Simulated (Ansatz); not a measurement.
LiF, response to strain

Take LiF in the rock salt structure (space group Fm-3m, No. 225; a = 4.0079 Å) as the base.

Strains are applied to the cell and any free atomic positions relax.

Level of theory: PBEsol (Ansatz, a first-principles code, PAW, scalar-relativistic without spin-orbit coupling).

Notes on the quantities. energy relative to the base: free energy F.

| isotropic strain (%) | energy relative to the base (meV/atom) |
|---|---|
| -3 | 16.1 |
| -2.5 | 11.0 |
| -1 | 1.7 |
| -0.5 | 0.4 |
| 0 | 0.0 |
| 0.5 | ? |
| 1 | 1.6 |
| 1.5 | 3.5 |
| 2 | 6.1 |

Question: Fit ΔE = Aε² + Bε³ (ε in %) to the rows shown and predict the withheld row.

Answer: Least squares on the printed values gives A = 1.63 and B = -0.052 meV/atom (largest residual 0.0 meV/atom); this predicts 0.4 meV/atom, and the run gives 0.4 meV/atom, in agreement.

Stability against distortions was not tested.
